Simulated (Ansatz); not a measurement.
Terminations of the (0001) surface of hcp Os, measured from the surface 'clean 1x1'. Atoms come from or go to: In: tetragonal indium, Os: hcp Os, Pd: fcc Pd, Ru: hcp Ru, Si: silicon, Sn: beta tin, W: bcc W, Zn: hcp Zn. ΔE is the energy of forming the row's surface from that one (negative: more stable at these reservoirs); the vacuum level's shift is aligned on the shared bottom. No zero-point or thermal terms. These are constructed structures in small cells; real faces may alloy, dewet or reconstruct in larger ones, and not all known structures of the face are among them. Slabs of about 11 Å with all that they carry, Fermi-Dirac smearing of 0.1 eV. Bottom of the slabs: a bare face, its two planes held. Relaxed from the named starts with such symmetry as they have, on meshes of like density; energies extrapolated to zero smearing; no spin-orbit coupling, no U. Spin-polarised runs, if any, are marked in brackets, and their order is one that fits the cell; the others ran without spin. A dash marks a value that is undefined for that row (no clear gap, or no work function of a gapped slab) or was not read reliably on its mesh.

Computed with PBE (plane waves to 420 eV, PAW; Ansatz, a first-principles code).

```csv
surface,atoms added per 1x1,ΔE per 1x1 (eV),shift of the vacuum level (eV),work function (eV)
a pseudomorphic layer of Sn in the host's stacking,+1 Sn,0.30,-1.74,3.58
one row in 2 of the top plane missing,-0.5 Os,0.73,-1.19,4.07
a layer of Ru in place of the second plane,"-1 Os, +1 Ru",0.01,0.04,5.34
a pseudomorphic layer of Pd in the host's stacking,+1 Pd,-0.59,-0.41,4.89
a pseudomorphic layer of Si in the host's stacking,+1 Si,-0.65,-0.11,5.20
a layer of Sn in place of the second plane,"-1 Os, +1 Sn",___,0.24,5.47
a pseudomorphic layer of Zn in the host's stacking,+1 Zn,___,-0.73,4.57
a layer of Pd in place of the second plane,"-1 Os, +1 Pd",0.72,0.36,5.67
a pseudomorphic layer of In in the host's stacking,+1 In,___,-1.64,3.66
a pseudomorphic layer of Ru in the host's stacking,+1 Ru,___,-0.37,4.91
a layer of W in place of the second plane,"-1 Os, +1 W",0.01,-0.40,4.86
```

Task: What belongs in the gaps?

Result: 
- a layer of Sn in place of the second plane, ΔE per 1x1 (eV): 2.47
- a pseudomorphic layer of Zn in the host's stacking, ΔE per 1x1 (eV): -0.76
- a pseudomorphic layer of In in the host's stacking, ΔE per 1x1 (eV): 0.04
- a pseudomorphic layer of Ru in the host's stacking, ΔE per 1x1 (eV): -0.13
